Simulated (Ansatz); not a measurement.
SnSeS (P3m1, No. 156, 3 atoms in the cell; start mp-1218912) was calculated with LDA in Ansatz (PAW).

Numerical settings: plane-wave cutoff 520 eV, 12×12×6 k mesh (along the axes of the cell as run), Fermi–Dirac smearing 0.01 eV, scalar-relativistic PAW data made under PBE.

Cell (relaxed with PBE-D3(BJ)):

```xyz
3
Lattice="3.7537 0.0000 0.0000 -1.8768 3.2508 0.0000 0.0000 0.0000 5.9116" Properties=species:S:1:pos:R:3 pbc="T T T"
Sn     0.0000     2.1672     0.0484
Se     0.0000     0.0000     4.3512
S      1.8768     1.0836     1.5120
```

Task: Predict the band gap and smallest direct gap on the k points sampled.

Result: 
- band gap: 0.59 eV
- smallest direct gap on the k points sampled: 1.01 eV

Note: cell and atoms aren't relaxed at this level (largest force component 0.26 eV/Å, pressure -2.4 GPa).

Spin–orbit coupling is not included.

The computed numbers hold no vibrational or temperature effects.

A start named mp-… is a Materials Project structure, which need not be a measured phase.

Ansatz is an electronic-structure program.
